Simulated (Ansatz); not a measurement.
## Nb under a change: isotropic strain −4.91 %

Consider Nb in the bcc (W type) structure (space group Im-3m, No. 229; a = 3.3045 Å; relaxed with 0.1 eV smearing).

Now apply this change: the cell is scaled by 0.9509 in all directions; the atoms relax in the strained cell.

All numbers come from r2SCAN (Ansatz, a program for electronic structure, PAW, no spin-orbit coupling). k-mesh 28×28×28 (Γ-centred); smearing 0.1 eV (Fermi–Dirac).

- Space group: Im-3m (No. 229) (base Im-3m (No. 229))
- Shortest interatomic distance: 2.721 Å (base 2.862 Å)
- Energy relative to the base (free energy F): +0.241 eV/atom
- Pressure: 34.3 GPa (base 0.0 GPa)
- Band gap: zero (base zero)

Whether these cells are dynamically stable was not tested. The final runs are not spin-polarised.
